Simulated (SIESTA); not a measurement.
**Several settings converged on Au (P-1, 2 atoms in the cell)**

```
Au
1.0
    2.82957     0.00000     0.00000
   -0.01302     2.83428     0.00000
   -1.14359    -1.19134     4.94864
Au
2
Direct
  0.33124   0.33829   0.73604
  0.67286   0.66596   0.27406
```

Base method: LDA PW92, numerical atomic orbitals DZP, PseudoDojo LDA standard norm-conserving potentials (rewritten from UPF to PSML) run with SIESTA 5.4.2.

Base settings: XC.functional = LDA; XC.authors = PW92; potentials = PseudoDojo LDA standard; PAO.BasisSize = DZP; PAO.EnergyShift = 0.01 Ry; MeshCutoff = 350 Ry; kgrid.MonkhorstPack = 6 6 3; OccupationFunction = MP; OccupationMPOrder = 0; ElectronicTemperature = 0.1 eV.

**The width of Fermi-Dirac smearing**

In this ladder: kgrid.MonkhorstPack = 10 10 5; OccupationFunction = FD; OccupationMPOrder = default.

Narrow widths need finer meshes than wide ones, so the last steps can hold mesh noise.

Only quantities that move along the ladder and can be compared are tabulated; pressure and forces are left out, as mesh noise rules them at narrow widths.

| ElectronicTemperature | free energy less the last step's (meV/atom) |
|---|---|
| 1 eV | -748.72 |
| 0.5 eV | -134.91 |
| 0.3 eV | -40.10 |
| 0.2 eV | -16.40 |
| 0.1 eV | -3.40 |
| 0.05 eV | 0.00 |

Widest ElectronicTemperature that holds the free energy within 5 meV/atom: not settled: the last two steps still differ by 3.4 meV/atom, over half the tolerance, so the ladder does not show it.

**The width of Gaussian smearing**

In this ladder: kgrid.MonkhorstPack = 10 10 5.

Narrow widths need finer meshes than wide ones, so the last steps can hold mesh noise.

Only quantities that move along the ladder and can be compared are tabulated; pressure and forces are left out, as mesh noise rules them at narrow widths.

```csv
ElectronicTemperature,free energy less the last step's (meV/atom)
1 eV,-70.27
0.5 eV,-16.54
0.3 eV,-6.22
0.2 eV,-2.95
0.1 eV,-0.73
0.05 eV,0.00
```

Widest ElectronicTemperature that holds the free energy within 2 meV/atom of the last step, with all finer ones: 0.1 eV; the step before is off by 2.9 meV/atom.

On the base run: the starting cell comes from a database of computed structures (which also holds hypothetical and non-ambient phases and stackings), without a prior relaxation at this level. Its lattice was rescaled by up to half a per cent. One atom was moved a little off its site on purpose. Values carry the incompleteness of an atom-centred basis. In the base run, with a pressure of about -18 GPa the cell is away from its equilibrium volume at this level. Without a gap this mesh is coarse (it stands for a supercell whose shortest vector is 16 Å).

Left out of this page: 4 runs of the series outside the window shown, repeating another row's setting, or not comparable.
